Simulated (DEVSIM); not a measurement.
Structure: Au/SiO2/n-Si capacitor, at 350 K.

Layer 1 from the left is SiO2, thickness (nm) 1.00. Layer 2 from the left is Si, thickness (nm) 5200, Nd (cm⁻³) 1.2e16.

Metal gate on the left, work function 5.1 eV. Fixed charge at the semiconductor interface 1.7e11 cm⁻² (in units of +e); no interface traps.

Constants are typed, rounded textbook-type inputs, not results; the design itself was drawn at random and stands for no fabricated device. Values at 300 K; Nc and Nv go as T^1.5, mobilities as T to minus their exponent, the gap by Varshni's rule with the affinity fixed.

SiO2: gap (eV) 9, affinity (eV) 0.9, permittivity 3.9. Si: gap (eV) 1.124, affinity (eV) 4.05, permittivity 11.7, Nc (cm⁻³) 2.86e19, Nv (cm⁻³) 3.1e19, Varshni α (eV/K) 0.000473, Varshni β (K) 636.

DEVSIM, 1D Poisson equation in equilibrium, Boltzmann statistics, complete ionisation; no quantum confinement or tunnelling. Metal contacts follow the ideal Schottky-Mott rule: no Fermi-level pinning, no interface dipoles.

Problem. What does the simulation give for the threshold voltage (band bending 2φF), the flat-band voltage?

Solution. threshold voltage (band bending 2φF) 0.16 V; flat-band voltage 0.80 V.
